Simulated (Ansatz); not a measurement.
A hypothetical phase is included: elements placed on a structure type, which no database files for this compound.

By r2SCAN, the system below comes out a metal.

Without scattering a metal conducts by its projected Fermi surface.

Data:

```
Si
1.0
    6.37745     0.00000     0.00000
    0.00000     6.37745     0.00000
    3.18873    -3.18873     3.18873
Si
4
Cartesian
  2.39154  -0.79718   2.39154
  7.17463   0.79718   2.39154
  3.98591  -0.79718   0.79718
  5.58027   0.79718   0.79718
```

The cell was relaxed by PBE-D3(BJ).

The current flows along the normal of the first two printed cell vectors, the (001) plane of the conventional cell. No spin-orbit coupling; the value is a mean over 0.1 eV about the Fermi level.

### Question
Give the ballistic conductance per area that r2SCAN run with Ansatz (a first-principles code) yields.

### Answer
0.41 × 10¹⁵ S/m² for both spins.
